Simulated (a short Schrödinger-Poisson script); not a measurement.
Structure: gated Al0.3Ga0.7As/GaAs δ-doped gas, at 77 K.

```tsv
layer	material	thickness (nm)	Na (cm⁻³)
1	Al0.3Ga0.7As	30	-
2	Al0.3Ga0.7As	10	-
3	GaAs	6000	1e15
```

The device is made up for the run: typed textbook-type constants, with dimensions and the other settings drawn at random. Al0.3Ga0.7As: permittivity 12.05, conduction-band edge (eV) 0.237, gap (eV) 1.798, electron mass (mₑ) 0.0919, Nv at 300 K (cm⁻³) 9e18. GaAs: permittivity 12.9, conduction-band edge (eV) 0, gap (eV) 1.424, Nv at 300 K (cm⁻³) 9e18.

Channel valleys (confinement mass, in-plane density-of-states mass, number): Γ 0.067, 0.067, 1. At the gate the conduction-band edge of layer 1 lies 0.99 eV − eVg above the Fermi level of the channel; the field vanishes at the back. Sheet of ionised δ-doping: +1.6e12 e/cm² at 30 nm from the gate. The barrier under the gate holds no holes. Gaps are held at their typed values at every temperature. Mesh 0.08 nm at interfaces.

From a short Schrödinger-Poisson script (our own, NumPy): 1D Poisson equation in equilibrium, electrons quantum, Hartree (BenDaniel-Duke, 40 states a valley, the channel's in-plane mass for all, wave functions free to enter the barrier), parabolic valleys, classical holes, full ionisation, no traps, pinning or gate leakage.

Task: List the lowest subbands of each valley and their electrons at Vg = 0.5 V.

Result: 
```tsv
valley	subband	energy from the Fermi level (meV)	electrons (cm⁻²)	share (%)
Γ	0	-17.0	4.91e11	95.6
Γ	1	13.9	2.16e10	4.2
Γ	2	34.1	1.08e9	0.2
```

All electrons: 5.13e11 cm⁻².
